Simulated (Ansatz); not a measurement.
**Sb2Se3 (model structure, started from the corundum type, R-3c, No. 167, 10 atoms in the cell)**

Level of theory: PBEsol (plane waves, PAW; Ansatz, a quantum-chemistry and plane-wave program).

Settings: plane-wave cutoff 500 eV, 8×8×8 k mesh, Fermi–Dirac smearing 0.05 eV, scalar-relativistic PAW data made under PBE.

Cell (relaxed at this level):

```xyz
10
Lattice="3.6132 2.0861 6.4227 -3.6132 2.0861 6.4227 0.0000 -4.1721 6.4227" Properties=species:S:1:pos:R:3 pbc="T T T"
Sb     0.0000     0.0000     6.6244
Sb     0.0000     0.0000     3.0097
Sb     0.0000     0.0000    12.6438
Sb     0.0000     0.0000    16.2585
Se    -1.4749     2.0861    11.2398
Se    -1.0691    -2.3204    11.2398
Se     2.5441     0.2343    11.2398
Se     1.4749    -2.0861     8.0284
Se     1.0691     2.3204     8.0284
Se    -2.5441    -0.2343     8.0284
```

For Sb2Se3 (model structure, started from the corundum type, R-3c, No. 167, 10 atoms in the cell), the band gap is zero (no gap).

Note: the relaxation could raise the start's symmetry but not lower it, so the cell can be a saddle point.

Spin–orbit coupling is not included.

Static lattice: no zero-point or thermal effects.

A model structure was made by putting elements into a prototype or built by hand; it is no filed structure, need not be a known phase, and can be a saddle point held by its symmetry.
